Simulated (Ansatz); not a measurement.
Ag (model structure, I4₁/amd, No. 141, 2 atoms in the cell), treated with LDA (Ansatz, a first-principles code, PAW).

Settings: plane-wave cutoff 520 eV, 22×22×22 k mesh, Fermi–Dirac smearing 0.05 eV, no spin polarisation, scalar-relativistic PAW data made under PBE.

Cell (relaxed at this level):

```cif
data_Ag4
_chemical_formula_sum 'Ag4'
_space_group_name_H-M_alt 'I41/amd :1'
_space_group_IT_number 141
_space_group_name_Hall 'I 4bw 2bw -1bw'
_cell_length_a 5.12901
_cell_length_b 5.12901
_cell_length_c 2.68188
_cell_angle_alpha 90.000
_cell_angle_beta 90.000
_cell_angle_gamma 90.000
loop_
_atom_site_label
_atom_site_type_symbol
_atom_site_symmetry_multiplicity
_atom_site_Wyckoff_symbol
_atom_site_fract_x
_atom_site_fract_y
_atom_site_fract_z
_atom_site_occupancy
Ag1 Ag 4 a 0.00000 0.00000 0.00000 1
```
(The calculation used a cell of 2 atoms; values per cell refer to that cell.)

Q: What does this level give for the bulk modulus?

A: 
- bulk modulus = 114 GPa

The run finds no gap.

Note: the bulk modulus is −V dP/dV from two relaxed cells at ±2 % in volume; the relaxation could raise the start's symmetry but not lower it, so the cell can be a saddle point.

The computed numbers hold no vibrational or temperature effects.

A model structure was made by putting elements into a prototype or built by hand; it is no filed structure, need not be a known phase, and can be a saddle point held by its symmetry.
